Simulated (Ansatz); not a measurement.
Relaxed 32-atom cells of Ga(As,Sb) in the zinc blende type, of low symmetry and near-random order, with the end members in the same type and cell. Here −b is the interaction parameter Ω of a regular solution. Left out are ordered and sheared cells and those that changed their type; one cell stands for each fraction.

Computed with PBE (plane waves to 420 eV, PAW; Ansatz, an electronic-structure program). Scalar-relativistic, without spin–orbit coupling; with elements this heavy it can move edges by tenths of an eV.

| cell | fraction of Sb | mixing enthalpy (meV a mixed site) |
|---|---|---|
| GaAs | 0 | 0 |
| Ga4As3Sb | 0.2500 | 34 |
| Ga8As5Sb3 | 0.3750 | 42 |
| Ga2AsSb | 0.5000 | 41 |
| Ga8As3Sb5 | 0.6250 | 39 |
| Ga4AsSb3 | 0.7500 | withheld |
| GaSb | 1 | 0 |

Task: Fit y = y0 + (y1 − y0) x − b x (1 − x), with y0 and y1 the end rows to the rows shown by least squares, with x the second column and y the third, and predict the withheld row.

Result: The fit gives b = -172, with a root-mean-square miss of 1.4 on the rows shown. At x = 0.7500 it predicts 32; the run gives 30, a miss of +2.
